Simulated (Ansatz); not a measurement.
## Co3Si (P6₃/mmc, No. 194, 8 atoms in the cell; start mp-1079393)

The numbers are results of PBEsol (Ansatz, an electronic-structure program, plane waves, PAW), not measurements.

Numerical settings: plane-wave cutoff 520 eV, 12×12×14 k mesh (along the axes of the cell as run), Fermi–Dirac smearing 0.05 eV, no spin polarisation, scalar-relativistic PAW data made under PBE.

Cell (relaxed at this level):

```
Co3Si
1.0
    4.88954     0.00000     0.00000
   -2.44477     4.23446     0.00000
    0.00000     0.00000     3.90392
Co Si
6 2
Cartesian
  0.00000   1.40972   2.92794
  2.44477   2.82475   0.97598
  3.66869   0.70486   0.97598
 -1.22392   3.52961   2.92794
  1.22392   3.52961   2.92794
  1.22085   0.70486   0.97598
  2.44477   1.41149   2.92794
  0.00000   2.82298   0.97598
```

For Co3Si (P6₃/mmc, No. 194, 8 atoms in the cell; start mp-1079393), the bulk modulus B0 comes out as 274 GPa.

Note: the run has no spin polarisation, so it can have missed a magnetic state; the bulk modulus is −V dP/dV from two relaxed cells at ±2 % in volume; the relaxation could not lower the start's symmetry, so the cell can be a saddle point above a distorted one.

The computed numbers hold no vibrational or temperature effects.

It cost around 6 core-minutes (rough) of CPU time.

A start named mp-… is a Materials Project structure, which need not be a measured phase.
